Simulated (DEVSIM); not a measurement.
# abrupt Si p-n junction

Device: abrupt Si p-n junction, at 300 K.

```csv
layer (left to right),material,thickness (μm),Nd (cm⁻³),Na (cm⁻³),τn (s),τp (s)
1,Si,2.90,-,1.5e19,1.2e-5,1.2e-5
2,Si,2.00,1.2e16,-,1.2e-5,1.2e-5
```

Left contact: ohmic. Right contact: ohmic. Voltage is applied to the left contact. Recombination: SRH at mid-gap. Mobility is μmin + (μ − μmin)/(1 + (N/Nref)^α).

This is a model device: material constants are rounded textbook-type values typed into the input, and sizes, dopings and lifetimes were drawn at random. Values at 300 K.

| parameter | Si |
|---|---|
| gap (eV) | 1.124 |
| affinity (eV) | 4.05 |
| permittivity | 11.7 |
| Nc (cm⁻³) | 2.86e19 |
| Nv (cm⁻³) | 3.1e19 |
| μn (cm²/Vs) | 1417 |
| μp (cm²/Vs) | 470 |
| μn,min | 52 |
| μp,min | 45 |
| Nref,n | 9.7e16 |
| Nref,p | 2.2e17 |
| αn | 0.68 |
| αp | 0.72 |

Simulated with DEVSIM: 1D drift-diffusion, Boltzmann statistics, complete ionisation; no tunnelling, impact ionisation, image-force lowering or self-heating.

```yaml
potential_step_across_the_device_at_zero_bias: 0.904 V
largest_field_in_the_device_at_zero_bias: 220000 V/cm
Dark forward voltage at 1 A/cm²: 0.598 V
Dark forward voltage at 100 A/cm²: 0.728 V
```

Dark forward current:

(V (V), J (A/cm²)): (0.05, 9.0e-10); (0.10, 5.7e-9); (0.15, 3.6e-8); (0.20, 2.3e-7); (0.25, 1.6e-6); (0.30, 1.1e-5); (0.35, 7.3e-5); (0.40, 0.00050); (0.45, 0.0034); (0.50, 0.023); (0.55, 0.16); (0.60, 1.1); (0.65, 7.2); (0.70, 43); (0.75, 200); (0.80, 700); (0.85, 2100)

Small-signal capacitance in reverse bias (quasi-static):

| V (V) | C (nF/cm²) |
|---|---|
| -0.2 | 32.0 |
| -0.5 | 27.9 |
| -1 | 23.6 |
| -1.5 | 20.8 |
| -2 | 18.9 |
| -3 | 16.2 |
| -4 | 14.4 |
| -5 | 13.1 |
